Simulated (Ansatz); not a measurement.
Hypothetical CsCl type SiGe: response to strain

The reference is SiGe in the CsCl type structure (space group Pm-3m, No. 221; a = 3.2448 Å; a hypothetical phase, not in the database extracts checked; relaxed with 0.1 eV smearing). Axes: x, y, z lie along the cube axes.

Strains are applied to the cell and any free atomic positions relax; under biaxial strain the out-of-plane vector relaxes too.

Levels (all Ansatz, an electronic-structure program, PAW): PBE (420 eV, without spin-orbit coupling); PBEsol (420 eV, scalar-relativistic without spin-orbit coupling).

The base cell above is that of PBE; each level relaxes its own structures.

Notes on the quantities. pressure: mean of the normal stresses, compression positive.

| case | pressure, PBE | pressure, PBEsol |
|---|---|---|
| biaxial strain −1.46 %, plane normal [110], relaxed out of plane | 0.5 GPa | 0.8 GPa |
| biaxial strain +1.20 %, plane normal [110], relaxed out of plane | -0.3 GPa | -0.5 GPa |
| biaxial strain −1.20 %, plane normal [111], relaxed out of plane | 0.4 GPa | 0.7 GPa |
| biaxial strain +1.31 %, plane normal [111], relaxed out of plane | -0.6 GPa | -0.8 GPa |
| isotropic strain −1.71 % | 4.3 GPa | 4.9 GPa |
| isotropic strain −0.94 % | 2.2 GPa | 2.6 GPa |
| isotropic strain +1.79 % | -3.5 GPa | -4.0 GPa |
| isotropic strain +3.40 % | -5.8 GPa | -6.8 GPa |
| isotropic strain +5.61 % | -8.2 GPa | -9.5 GPa |
| uniaxial strain ε_xx = +2.97 % | -2.0 GPa | -2.3 GPa |
| uniaxial strain ε_yy = +4.06 % | -2.6 GPa | -3.0 GPa |
| tensor shear ε_xz = −3.76 % | 0.5 GPa | 0.5 GPa |

The two levels differ by at most about 1.3 GPa. Near ties aside, they put the cases in the same order.

No phonon test of stability was made. The final runs are not spin-polarised.
